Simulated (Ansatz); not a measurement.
The starting structures come from a database of crystals and need not be the phases stable at ambient conditions.

Inside the gap of an insulator the Bloch states are evanescent, with a wavenumber k + iκ along the transport direction.

Consider the following.

```yaml
crystal:
  lattice:
    - [8.32287, 0.00000, 0.00000]
    - [0.00000, 8.41845, 0.00000]
    - [3.91804, 0.00000, 4.15431]
  atoms:
    - { symbol: In, position: [0.49942, 0.48480, 0.50009] }
    - { symbol: In, position: [0.50058, 0.98480, 0.49991] }
    - { symbol: In, position: [0.00058, 0.98480, 0.49893] }
    - { symbol: In, position: [0.99942, 0.48480, 0.50107] }
    - { symbol: Bi, position: [0.06117, 0.20697, 0.93715] }
    - { symbol: Bi, position: [0.93883, 0.70697, 0.06285] }
    - { symbol: Bi, position: [0.43883, 0.70697, 0.05949] }
    - { symbol: Bi, position: [0.56117, 0.20697, 0.94051] }
    - { symbol: O, position: [0.20707, 0.56508, 0.59515] }
    - { symbol: O, position: [0.79293, 0.06508, 0.40485] }
    - { symbol: O, position: [0.29293, 0.06508, 0.00929] }
    - { symbol: O, position: [0.70707, 0.56508, 0.99071] }
    - { symbol: O, position: [0.55087, 0.74239, 0.56542] }
    - { symbol: O, position: [0.44913, 0.24239, 0.43458] }
    - { symbol: O, position: [0.94913, 0.24239, 0.66716] }
    - { symbol: O, position: [0.05087, 0.74239, 0.33284] }
    - { symbol: O, position: [0.83811, 0.47106, 0.32106] }
    - { symbol: O, position: [0.16189, 0.97106, 0.67894] }
    - { symbol: O, position: [0.66189, 0.97106, 0.99728] }
    - { symbol: O, position: [0.33811, 0.47106, 0.00272] }
```

Space group of this cell: Pna2_1. The cell is taken as given; by r2SCAN its mean pressure is -5.2 GPa.

Transport runs along the normal of the first two printed cell vectors.

The gap is the functional's own. No spin-orbit coupling. Mid-gap values are interpolated on the energy grid.

Give the band gap and the smallest decay constant κ at mid-gap that r2SCAN in Ansatz (a program for electronic structure) yields.

Gap 3.21 eV on a 8×4×8 mesh; κ = 0.359 1/Å, at (0.000, 0.500) of the in-plane reciprocal vectors. At the zone centre, at the nearest computed energy, the slowest state has κ = 0.39 1/Å.
